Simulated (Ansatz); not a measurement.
Given:

```xyz
2
Lattice="2.7416 0.0000 0.0000 -1.3708 2.3743 0.0000 0.0000 0.0000 4.1467" Properties=species:S:1:pos:R:3 pbc="T T T"
Li     0.0000     0.0000     0.0000
Pd     0.0000     1.5829     2.0733
```

Level of theory: PBEsol, DFPT electron-phonon coupling, linearised Boltzmann equation (plane waves, PAW, scalar-relativistic; Ansatz, a quantum-chemistry and plane-wave program). Cell: relaxed with this functional, without spin-orbit coupling.

Question: What phonon-limited resistivity does this give at 300 K?

Answer: 2.8 (x), 2.8 (y), 9.5 (z) μΩ·cm.

A metal at this level (no band gap). Only scattering by harmonic phonons is included (no impurities, grain boundaries, electron-electron scattering or thermal expansion). Spin-orbit coupling is left out. Halving the electron mesh (36x36x20) moves the resistivity by up to 10 % at 300 K. Smearing 0.20 eV; phonons on a 6x6x4 q mesh, which this run doesn't test.

Formula and space group known from diffraction (Crystallography Open Database), not checked to be the room-temperature form: LiPd (P-6m2).
